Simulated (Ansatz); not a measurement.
# Sc3InN (Pm-3m, No. 221, 5 atoms in the cell; start mp-31055)

Method: LDA (plane waves, PAW; Ansatz, an electronic-structure program).

Run with plane-wave cutoff 520 eV, 12×12×12 k mesh, Fermi–Dirac smearing 0.05 eV, scalar-relativistic PAW data made under PBE.

Cell (relaxed at this level):

InSc₃N has the cubic space group Pm-3m (No. 221), the anti-perovskite structure, Pearson symbol cP5. Lattice parameters: a = 4.369 Å, b = 4.369 Å, c = 4.369 Å, α = 90.00°, β = 90.00°, γ = 90.00°. Sc on 3c has 2 N at 2.184 Å and 8 Sc at 3.089 Å and 4 In at 3.089 Å. In on 1a is surrounded by 12 Sc at 3.089 Å (cuboctahedral). N on 1b is coordinated by 6 Sc at 2.184 Å (octahedral). (Neighbours: up to the widest gap in distance over summed covalent radii, below 1.35, at either atom; cation-cation and far metal-metal contacts left out.)

```
Quantity                 Value
---------------  -------------
band gap         zero (no gap)
bulk modulus B0        124 GPa
```

Note: the relaxation could not lower the start's symmetry, so the cell can be a saddle point above a distorted one; the bulk modulus is −V dP/dV from two relaxed cells at ±2 % in volume.

Spin–orbit coupling is not included; it can open a gap where bands touch, and shift volumes and moduli.

A start named mp-… is a Materials Project structure, which need not be a measured phase.
